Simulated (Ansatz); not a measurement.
The starting structures come from a database of crystals and need not be the phases stable at ambient conditions.

By PBEsol, the system below comes out a metal.

A figure of merit of an interconnect metal is its ballistic conductance per area.

Given:

```xyz
4
Lattice="3.9597 0.0000 0.0000 0.0000 3.9597 0.0000 0.0000 0.0000 3.9597" Properties=species:S:1:pos:R:3 pbc="T T T"
Zr     0.0000     0.0000     0.0000
Ir     1.9798     1.9798     0.0000
Ir     0.0000     1.9798     1.9798
Ir     1.9798     0.0000     1.9798
```

The cell is taken as given; by PBEsol it stands under a pressure of -5.7 GPa.

The current flows along the normal of the first two printed cell vectors, the (001) plane of the conventional cell. No spin-orbit coupling; the value is a mean over 0.1 eV about the Fermi level.

Question: Give the ballistic conductance per area that Ansatz (a quantum-chemistry and plane-wave program) with PBEsol yields.

Answer: 0.93 × 10¹⁵ S/m² for both spins.
